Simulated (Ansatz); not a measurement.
Worked example: self-consistent single point of ZnS (P6_3mc, 20 atoms in the cell) in Ansatz (a first-principles code).

Computed with PBE, PAW files (plane waves; Ansatz).

```xyz
20
Lattice="3.7502 0.0000 0.0000 -1.8751 3.2478 0.0000 0.0000 0.0000 30.6753" Properties=species:S:1:pos:R:3 pbc="T T T"
Zn     1.8751     1.0826     6.1351
Zn     0.0000     2.1652    21.4727
Zn     0.0000     0.0000    24.5402
Zn     0.0000     0.0000     9.2026
Zn     1.8751     1.0826    27.6077
Zn     0.0000     2.1652    12.2701
Zn     0.0000     2.1652     3.0706
Zn     1.8751     1.0826    18.4082
Zn     0.0000     0.0000     0.0031
Zn     0.0000     0.0000    15.3407
S      1.8751     1.0826     8.4326
S      0.0000     2.1652    23.7703
S      0.0000     0.0000     2.3006
S      0.0000     0.0000    17.6383
S      1.8751     1.0826    20.7058
S      0.0000     2.1652     5.3682
S      0.0000     0.0000    26.8378
S      0.0000     0.0000    11.5002
S      0.0000     2.1652    14.5738
S      1.8751     1.0826    29.9114
```

Reference input (self-consistent single point, DFT, LDA (PW92), plane waves, PAW files made with PBE): kpoints.mp_grid.grid = 6 6 1; hamiltonian.xc = lda; hamiltonian.pseudopotentials = {kind: paw} (the program's default PAW files); scf.occupations.method = gaussian; scf.occupations.width = 0.02 eV. This run's input differs from it in these lines:

Ansatz 0.2 input:
```diff
@@ -30,3 +30,3 @@
 hamiltonian:
-  xc: lda
+  xc: pbe
   pseudopotentials:
```

Output, abridged:

```
SCF iter   1: F=—  HF=-42227.752936 eV  |F-HF|=—  |Δ(HF+E_count)|=         —  Δρ=4.13e-2  dr2=4.08e0  ethr=3.10e-3  ⟨swp⟩=8.1  Hψ=3869  notcnv=0  defer=20
all-band conjugate gradients solve this SCF's bands
preconditioner: auto → Resta (q_TF=auto, 2.416 Å⁻¹)
SCF iter   2: F=—  HF=-42226.926018 eV  |F-HF|=—  |Δ(HF+E_count)|=   8.27e-1  Δρ=1.72e-2  dr2=9.41e-1  ethr=2.26e-3  ⟨swp⟩=2.3  Hψ=1380  notcnv=0  defer=95
   [... lines left out ...]
SCF iter   7: F=—  HF=-42226.787233 eV  |F-HF|=—  |Δ(HF+E_count)|=   4.06e-4  Δρ=2.42e-4  dr2=1.06e-4  ethr=1.31e-7  ⟨swp⟩=2.0  Hψ=1283  notcnv=0  defer=99
SCF iter   8: F=—  HF=-42226.787175 eV  |F-HF|=—  |Δ(HF+E_count)|=   5.77e-5  Δρ=3.41e-5  dr2=2.26e-6  ethr=5.90e-8  ⟨swp⟩=2.0  Hψ=1231  notcnv=0  defer=99
SCF iter   9: F=—  HF=-42226.787319 eV  |F-HF|=—  |Δ(HF+E_count)|=   1.44e-4  Δρ=2.25e-5  dr2=1.06e-6  ethr=1.25e-9  ⟨swp⟩=3.4  Hψ=1701  notcnv=0  defer=99
SCF iter  10: F=-42226.787320 eV  HF=-42226.787319 eV  |F-HF|=6.71e-8  |Δ(HF+E_count)|=   5.93e-8  Δρ=2.85e-6  dr2=4.40e-8  ethr=5.56e-11  ⟨swp⟩=15.4  Hψ=5129  notcnv=0
SCF 1 converged in 10 iterations: F = -42226.787320 eV  dr2 = 4.40e-8
Free energy (F): -42226.787320 eV
Internal energy: -42226.787320 eV  (E = F + TS)
E sigma→0 (E₀):  -42226.787320 eV
Fermi energy:    7.685314 eV
--- Forces (eV/Å), atoms counted from 1 ---
  atom   1  Zn     0.00000000     0.00000000     0.00243032
  atom   2  Zn    -0.00000000    -0.00000000     0.00243032
  atom   3  Zn     0.00000000    -0.00000000    -0.00897159
  atom   4  Zn    -0.00000000     0.00000000    -0.00897159
  atom   5  Zn     0.00000000    -0.00000000     0.02263463
  atom   6  Zn    -0.00000000     0.00000000     0.02263463
  atom   7  Zn     0.00000000     0.00000000    -0.00969813
  atom   8  Zn     0.00000000    -0.00000000    -0.00969813
  atom   9  Zn    -0.00000000     0.00000000     0.01662825
   [... lines left out ...]
  atom  20  S     -0.00000000    -0.00000000    -0.02335561
--- Stress (GPa, compression-positive) ---
        6.352660       0.000000      -0.000000
        0.000000       6.352660      -0.000000
       -0.000000      -0.000000       6.246079
  P = ⅓ Tr σ = 6.3171 GPa (63.171 kbar)
  The stress holds the Pulay correction. Without it, at fixed plane waves, as pw.x and ABINIT print it: P = 6.2357 GPa
```

The run converged in 10 iterations. Against the reference run the pressure goes from -0.47 to 6.32 GPa, the largest force goes from 0.016 to 0.023 eV/Å and the gap on the mesh goes from 2.105 to 2.356 eV.

The starting cell comes from a database of computed structures (which also holds hypothetical and non-ambient phases and stackings), without a prior relaxation at this level. Its lattice was rescaled by a random factor within 2.5 % of one. With a pressure of about 6 GPa the cell is away from its equilibrium volume at this level. Ansatz's pressure includes its estimate of the finite-basis (Pulay) stress.
